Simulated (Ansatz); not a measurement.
Band structure of K₃Ga (I4/mmm, 4 atoms in the cell).

```xyz
4
Lattice="-2.8598 2.8598 5.6022 2.8598 -2.8598 5.6022 2.8598 2.8598 -5.6022" Properties=species:S:1:pos:R:3 pbc="T T T"
K      0.0000     2.8598     2.8011
K      2.8598     0.0000     2.8011
K      0.0000     0.0000     5.6022
Ga     0.0000     0.0000     0.0000
```

Method: LDA (PW92), PAW files made with PBE (plane waves; Ansatz, an electronic-structure program).

Settings: basis.ecutwfc = 420 eV; kpoints.mp_grid.grid = 6 6 6; hamiltonian.xc = lda; hamiltonian.pseudopotentials = {kind: paw} (the program's default PAW files); scf.occupations.method = gaussian; scf.occupations.width = 0.272 eV; kpoints.band_path.npoints = 8.

The starting cell comes from a database of computed structures (which also holds hypothetical and non-ambient phases and stackings), without a prior relaxation at this level. Its lattice was rescaled by a random factor within 2.5 % of one.

Levels in eV from the Fermi level, bands 17 to 23:
```tsv
point	17	18	19	20	21	22	23
Γ	-14.88	-5.55	-0.54	0.22	0.56	0.56	1.97
X	-14.88	-5.20	-0.87	-0.13	0.07	0.51	0.95
Y	-14.88	-5.22	-0.73	-0.44	-0.39	0.97	1.54
S	-14.88	-5.27	-1.05	-0.99	0.57	1.46	2.10
Z	-14.88	-5.36	-1.60	0.51	0.63	0.63	1.66
S1	-14.88	-5.27	-1.05	-0.99	0.57	1.46	2.10
N	-14.88	-5.28	-1.41	-0.15	0.55	0.74	2.08
P	-14.88	-5.20	-0.60	-0.60	-0.06	0.85	1.81
Y1	-14.88	-5.22	-0.73	-0.44	-0.39	0.97	1.54
```

Bands cross the Fermi level along this path, so the cell is metallic at this level.

Keys are those of Ansatz 0.2.
